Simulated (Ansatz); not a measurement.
Consider Al2O3 in the corundum structure (space group R-3c, No. 167; a = 4.808 Å, c = 13.122 Å (hexagonal axes)).

(Cell as relaxed with PBE.)

Levels (all Ansatz, a program for electronic structure, PAW, earlier PAW set): PBE (420 eV, scalar-relativistic without spin-orbit coupling); PBEsol (420 eV, without spin-orbit coupling).

Each level relaxes its own structure.

```csv
base,PBE,PBEsol
volume per atom,8.76 Å³,8.56 Å³
lattice parameter a,9.086 bohr,9.020 bohr
band gap,5.86 eV,6.04 eV
```

One thing is altered: cell and atoms relaxed at a pressure of 15 GPa.

| quantity | PBE | PBEsol |
|---|---|---|
| valence-band top at Γ (three highest levels, from the VBM) | 0.00, -0.07, -0.07 eV | 0.00, -0.08, -0.08 eV |
| electron mass | 0.42 mₑ along c, 0.39 mₑ across (at Γ) | 0.43 mₑ along c, 0.39 mₑ across (at Γ) |
| shift of the gap caused by the change | +0.71 eV | +0.67 eV |

PBE's shift of the gap caused by the change lies 0.033 eV above PBEsol's. Neither level is exact; PBEsol is the comparison here, not a measurement.

Load acts through the strain it causes; cell and atoms are relaxed under it. Effective masses come from finite differences of ±0.01 Å⁻¹. Stability against distortions was not tested. Competing high-pressure phases were not computed.
